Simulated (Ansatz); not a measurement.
The structure below was relaxed with PBE-D3(BJ) in Ansatz (plane waves to 420 eV, PAW, scalar-relativistic without spin-orbit coupling).

```
CELL_PARAMETERS angstrom
      3.32880     0.00000     0.00000
     -1.66440     2.88282     0.00000
      0.00000     0.00000     5.78561
ATOMIC_POSITIONS crystal
  Ta 0.00000 0.00000 0.00000
  S  0.33333 0.66667 0.26700
  S  0.66667 0.33333 0.73300
```

**Question.** Find the space group and the Wyckoff positions.

**Answer.** Space group P-3m1 (No. 164); a = 3.3288 Å, b = 3.3288 Å, c = 5.7856 Å, α = 90.00°, β = 90.00°, γ = 120.00°

| atom | site | symmetry | x | y | z |
|---|---|---|---|---|---|
| Ta | 1a | -3m. | 0.0000 | 0.0000 | 0.0000 |
| S | 2d | 3m. | 0.3333 | 0.6667 | 0.2670 |

**Question.** Describe the coordination.

**Answer.** The crystal has 3 atoms in its conventional cell. Conventional cell: a = b = 3.3288 Å, c = 5.7856 Å, α = β = 90.00°, γ = 120.00°. Ta is coordinated by 6 S at 2.466 Å (octahedral). S is surrounded by 3 Ta at 2.466 Å (trigonal pyramidal). (Neighbours: up to the widest gap in distance over summed covalent radii, below 1.35, at either atom; cation-cation and far metal-metal contacts left out.)

Stability against distortions was not tested. All final runs are without spin polarisation. An odd electron count without spin: TaS2. The cell was made from HfS2 by this change: Hf → Ta.

Ansatz is a quantum-chemistry and plane-wave program.
